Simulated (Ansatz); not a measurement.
Functionals compared on a constructed model of the (0001) surface of wurtzite GaN, Ga-terminated, Ga trimer, 2x2 (bottom of the slab: 3 H on 4 bottom sites), in Ansatz (plane waves, PAW). The structure was relaxed with PBE; the other rows are single points on it. Cutoff 420 eV (500 eV for r2SCAN).

Slab: 46 atoms, 14.6 Å thick at the start with caps and adatoms; k 4x4x1, smearing 0.025 eV, dipole-corrected; 8 atoms held, the rest relaxed; symmetry of the start imposed; no spin (no spin-polarised run to compare, though such a face may carry moments), no spin-orbit, no U. The slab shows no gap on its mesh. It is one candidate, not shown to be the stable structure of the face. These notes are the PBE run's.

```tsv
functional	work function of the top face (eV)	rough cost of the single point
PBE	4.25	–
r2SCAN	…	very roughly 13 core-minutes
```

Question: Some entries are withheld; supply them.

Answer: 
- r2SCAN, work function of the top face (eV): 4.34

Ansatz is a program for electronic structure.
